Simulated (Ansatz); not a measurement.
## CdTe, pressure series

The reference is CdTe in the wurtzite structure (space group P6_3mc, No. 186; a = 4.583 Å, c = 7.516 Å; a cell from a computed database, its experimental status unchecked).

Cell and atoms are relaxed at each pressure.

Level of theory: PBEsol in Ansatz (plane waves to 420 eV, PAW, no spin-orbit coupling).

```csv
change,density,electron mass
base,5.83 g/cm³,"0.056 mₑ along c, 0.061 mₑ across (at Γ)"
pressure −1 GPa,___,___
pressure 0.3 GPa,5.87 g/cm³,"0.057 mₑ along c, 0.062 mₑ across (at Γ)"
pressure 0.7 GPa,5.93 g/cm³,"0.059 mₑ along c, 0.064 mₑ across (at Γ)"
pressure 1.5 GPa,6.03 g/cm³,"0.061 mₑ along c, 0.067 mₑ across (at Γ)"
pressure 3 GPa,6.21 g/cm³,"0.065 mₑ along c, 0.073 mₑ across (at Γ)"
pressure 5 GPa,6.42 g/cm³,"0.070 mₑ along c, 0.079 mₑ across (at Γ)"
pressure 7.5 GPa,6.66 g/cm³,"0.074 mₑ along c, 0.085 mₑ across (at Γ)"
pressure 10 GPa,6.87 g/cm³,"0.077 mₑ along c, 0.091 mₑ across (at Γ)"
```

Task: Complete the table.

Result: 
- pressure −1 GPa, density: 5.68 g/cm³
- pressure −1 GPa, electron mass: 0.052 mₑ along c, 0.055 mₑ across (at Γ)

With Te present, leaving out spin-orbit coupling can change the band edges. The levels and masses belong to the bands next to the band gap. Load acts through the strain it causes; cell and atoms are relaxed under it. Effective masses come from finite differences of ±0.01 Å⁻¹. Stability against distortions was not tested. No other phases were tried under pressure. The base started in Cmc2_1 and relaxed to P6_3mc at this level. This is not the structure that CdTe has at room temperature and ambient pressure.

Ansatz is a first-principles code.
